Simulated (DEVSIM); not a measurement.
Device: Ti/Al2O3/SiO2/p-Si capacitor, at 300 K.

```
layer (left to right)  material  thickness (nm)  Na (cm⁻³)
---------------------  --------  --------------  ---------
1                         Al2O3            19.0          -
2                          SiO2            1.10          -
3                            Si            3500     2.7e16
```

Metal gate on the left, work function 4.33 eV. Fixed charge at the semiconductor interface 0 cm⁻² (in units of +e); no interface traps.

Constants are typed, rounded textbook-type inputs, not results; the design itself was drawn at random and stands for no fabricated device. Values at 300 K; Nc and Nv go as T^1.5, mobilities as T to minus their exponent, the gap by Varshni's rule with the affinity fixed.

```csv
parameter,Al2O3,SiO2,Si
gap (eV),6.8,9,1.124
affinity (eV),1.35,0.9,4.05
permittivity,9,3.9,11.7
Nc (cm⁻³),-,-,2.86e19
Nv (cm⁻³),-,-,3.1e19
Varshni α (eV/K),-,-,0.000473
Varshni β (K),-,-,636
```

DEVSIM, 1D Poisson equation in equilibrium, Boltzmann statistics, complete ionisation; no quantum confinement or tunnelling. Metal contacts follow the ideal Schottky-Mott rule: no Fermi-level pinning, no interface dipoles.

The temperature was swept, all else fixed.

| temperature (K) | flat-band voltage (V) | minimum of the low-frequency capacitance (μF/cm²) | threshold voltage (band bending 2φF) (V) |
|---|---|---|---|
| 250 | -0.71 | 0.0498 | 0.37 |
| 300 | -0.66 | 0.0521 | 0.32 |
| 350 | -0.61 | 0.0571 | 0.27 |
| 400 | -0.56 | 0.0620 | 0.22 |
| 450 | -0.50 | 0.0699 | 0.17 |
| 500 | -0.45 | … | … |

Some entries are withheld; supply them.


- 500, minimum of the low-frequency capacitance (μF/cm²): 0.0808
- 500, threshold voltage (band bending 2φF) (V): 0.11
